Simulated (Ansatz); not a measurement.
We consider Sc3Ir (model structure, started from the D019 type, P6₃/mmc, No. 194, 8 atoms in the cell), described by LDA (plane waves, PAW; Ansatz, an electronic-structure program).

Run with plane-wave cutoff 520 eV, 12×12×12 k mesh, Fermi–Dirac smearing 0.05 eV, no spin polarisation, scalar-relativistic PAW data made under PBE.

Cell (relaxed at this level):

```xyz
8
Lattice="6.1721 0.0000 0.0000 -3.0861 5.3452 0.0000 0.0000 0.0000 4.4721" Properties=species:S:1:pos:R:3 pbc="T T T"
Sc     3.0861     3.4415     1.1180
Sc    -1.4374     4.3934     3.3541
Sc     1.6486     0.9518     1.1180
Sc     0.0000     1.9037     3.3541
Sc     4.5235     0.9518     1.1180
Sc     1.4374     4.3934     3.3541
Ir     0.0000     3.5635     1.1180
Ir     3.0861     1.7817     3.3541
```

Problem. Estimate the bulk modulus B0 that the calculation returns.

Solution. 
bulk modulus B0: 104 GPa

Note: the run has no spin polarisation, so it can have missed a magnetic state; the bulk modulus is −V dP/dV from two relaxed cells at ±2 % in volume; the relaxation could raise the start's symmetry but not lower it, so the cell can be a saddle point.

Spin–orbit coupling is not included.

Computed values are for the static lattice.

The result took around 10 core-minutes (rough).

A model structure was made by putting elements into a prototype or built by hand; it is no filed structure, need not be a known phase, and can be a saddle point held by its symmetry.
